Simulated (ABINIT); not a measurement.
Worked example: self-consistent single point of AgNO₃ (R3m, 5 atoms in the cell) in ABINIT.

Computed with PBEsol, norm-conserving pseudopotentials (PseudoDojo nc-sr-04 PBEsol standard) (plane waves; ABINIT).

The change in words: lattice scaled by 0.98. Reference geometry:
```xyz
5
Lattice="2.5277 1.4594 2.8085 -2.5277 1.4594 2.8085 0.0000 -2.9187 2.8085" Properties=species:S:1:pos:R:3 pbc="T T T"
Ag     0.0000     0.0000     8.4090
N      0.0000     0.0000     4.8372
O      0.0000    -1.2393     4.8566
O      1.0733     0.6197     4.8566
O     -1.0733     0.6197     4.8566
```

Reference input (self-consistent single point, DFT, PBEsol, plane waves, norm-conserving pseudopotentials (PseudoDojo nc-sr-04 PBEsol standard)): pseudos = [Ag.upf, N.upf, O.upf]; ecut = 1143 eV; ixc = -116133; occopt = 3; tsmear = 0.00036749 Ha; ngkpt = 6 6 6; nshiftk = 1; shiftk = 0 0 0; potentials = PseudoDojo nc-sr-04 PBEsol standard; nband = 28; kptopt = 1; nstep = 50. This run's input differs from it in these lines:

```diff
@@ -5,5 +5,5 @@
 rprim
-         2.5277110350    1.4593748386    2.8085059002
-        -2.5277110350    1.4593748386    2.8085059002
-         0.0000000000   -2.9187491008    2.8085061997
+         2.4771570628    1.4301876813    2.7523358003
+        -2.4771570628    1.4301876813    2.7523358003
+         0.0000000000   -2.8603742098    2.7523363994
 natom 5
@@ -13,7 +13,7 @@
 xcart
-         0.0000000000    0.0000005753    8.4090039847
-         0.0000000000    0.0000003309    4.8371741390
-         0.0000000000   -1.2393152113    4.8565529152
-         1.0732787440    0.6196581040    4.8565527880
-        -1.0732787440    0.6196581040    4.8565527880
+         0.0000000000    0.0000011506    8.2408242643
+         0.0000000000    0.0000006619    4.7404308629
+         0.0000000000   -1.2145286900    4.7594221509
+         1.0518132747    0.6072653418    4.7594218965
+        -1.0518132747    0.6072653418    4.7594218965
       Angstrom
```

The program printed (abridged):

```
--- !BeginCycle
solver: {iscf: 7, nstep: 50, nline: 4, wfoptalg: 0, }
tolerances: {tolvrs: 1.00E-12, }
...

     iter   Etot(hartree)      deltaE(h)  residm     vres2
 ETOT  1  -214.14062157392    -2.141E+02 1.306E-01 5.368E+02
 ETOT  2  -214.29562143586    -1.550E-01 2.592E-02 5.282E+02
 ETOT  3  -214.47885339014    -1.832E-01 9.878E-03 1.135E+01
 ETOT  4  -214.48126309758    -2.410E-03 2.501E-03 6.213E-01
 ETOT  5  -214.48135425937    -9.116E-05 2.335E-03 2.791E-02
   [... 5 lines left out ...]
 ETOT 11  -214.48135674862     3.524E-12 1.205E-04 1.169E-09
 ETOT 12  -214.48135674863    -7.617E-12 9.586E-05 7.204E-11
 ETOT 13  -214.48135674863     3.013E-12 9.301E-05 3.910E-12
 ETOT 14  -214.48135674862     3.666E-12 7.265E-05 5.962E-13
 At SCF step   14       vres2   =  5.96E-13 < tolvrs=  1.00E-12 =>converged.

 Cartesian components of stress tensor (hartree/bohr^3)
  sigma(1 1)= -6.34503546E-04  sigma(3 2)=  8.81796424E-11
  sigma(2 2)= -6.34503546E-04  sigma(3 1)=  0.00000000E+00
  sigma(3 3)= -4.63540222E-06  sigma(2 1)=  0.00000000E+00

 ----iterations are completed or convergence reached----

 reduced coordinates (array xred) for    5 atoms
       0.998040000005      0.998040000005      0.998039999984
       0.574110000009      0.574110000009      0.574109999989
       0.434875000005      0.434875000005      0.859479999998
       0.859480000018      0.434875000005      0.434874999984
       0.434875000005      0.859480000018      0.434874999984
 cartesian forces (eV/Angstrom) at end:
    1     -0.00000000000000     0.00000000025635     0.00183589307116
   [... lines left out ...]
 Fermi (or HOMO) energy (hartree) =   0.13509   Average Vxc (hartree)=  -0.39457
   [... lines left out ...]
total_energy        : -2.14481356748625E+02
total_energy_eV     : -5.83633452930043E+03
band_energy         : -2.24009373200004E+01
...

-Cartesian components of stress tensor (GPa)         [Pressure=  1.2491E+01 GPa]
- sigma(1 1)= -1.86677357E+01  sigma(3 2)=  2.59433421E-06
- sigma(2 2)= -1.86677357E+01  sigma(3 1)=  0.00000000E+00
- sigma(3 3)= -1.36378219E-01  sigma(2 1)=  0.00000000E+00

 Calculation completed.
```

The run converged in 14 iterations. Against the reference run the free energy rises by 35.6 meV/atom, the pressure goes from 3.44 to 12.49 GPa, the largest force goes from 1.433 to 3.373 eV/Å and the gap on the mesh goes from 1.594 to 1.554 eV.

The starting cell comes from a database of computed structures (which also holds hypothetical and non-ambient phases and stackings), without a prior relaxation at this level. Its lattice was rescaled by a random factor within 2.5 % of one. For this run, on top of that: lattice scaled by 0.98. With a pressure of about 12 GPa the cell is away from its equilibrium volume at this level. Forces in this geometry exceed 1 eV/Å.

Cost on one core of a shared machine: roughly 3 min.
